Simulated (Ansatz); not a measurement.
The parent structure is MgO in the rock salt structure (space group Fm-3m, No. 225; a = 4.2141 Å). Axes: x, y, z lie along the cube axes.

One thing is altered: the symmetric strain tensor [-0.0038 0.0056 -0.0264; 0.0056 0.0143 0.0005; -0.0264 0.0005 0.0280]; the atoms relax in the strained cell.

Levels (all Ansatz, a quantum-chemistry and plane-wave program, PAW): PBEsol (420 eV, spin-orbit coupling left out); r2SCAN (500 eV, no spin-orbit coupling); HSE06 (420 eV, scalar-relativistic without spin-orbit coupling).

At the geometry relaxed with PBEsol, these levels gave the following band gaps, in shuffled order: (a) 5.00 eV, (b) 4.03 eV, (c) 5.84 eV.

Q: Match each gap to its level.

A: (a) r2SCAN; (b) PBEsol; (c) HSE06.

Single points use the geometry relaxed with PBEsol. Stability against distortions was not tested.
